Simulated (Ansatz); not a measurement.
**WSi2 (model structure, started from the AlB2 type, P6/mmm, No. 191, 3 atoms in the cell)**

Level of theory: LDA in Ansatz (PAW).

Numerical settings: plane-wave cutoff 520 eV, 18×18×12 k mesh (along the axes of the cell as run), Fermi–Dirac smearing 0.05 eV, no spin polarisation, scalar-relativistic PAW data made under PBE.

Cell (relaxed at this level):

```cif
data_Si2W
_chemical_formula_sum 'W1 Si2'
_space_group_name_H-M_alt 'P 1'
_space_group_IT_number 1
_cell_length_a 4.26841
_cell_length_b 4.26841
_cell_length_c 2.56306
_cell_angle_alpha 90.000
_cell_angle_beta 90.000
_cell_angle_gamma 120.000
loop_
_space_group_symop_operation_xyz
  'x, y, z'
loop_
_atom_site_label
_atom_site_type_symbol
_atom_site_fract_x
_atom_site_fract_y
_atom_site_fract_z
_atom_site_occupancy
W1 W 0.00000 0.00000 0.00000 1
Si1 Si 0.33333 0.66667 0.50000 1
Si2 Si 0.66667 0.33333 0.50000 1
```

bulk modulus B0: 202 GPa

Note: the run has no spin polarisation, so it can have missed a magnetic state; the bulk modulus is −V dP/dV from two relaxed cells at ±2 % in volume; the relaxation could raise the start's symmetry but not lower it, so the cell can be a saddle point.

Spin–orbit coupling is not included; it can open a gap where bands touch, and shift volumes and moduli.

Static lattice: no zero-point or thermal effects.

It cost about 7 core-minutes (a rough figure) of CPU time.

A model structure was made by putting elements into a prototype or built by hand; it is no filed structure, need not be a known phase, and can be a saddle point held by its symmetry.

Ansatz is a quantum-chemistry and plane-wave program.
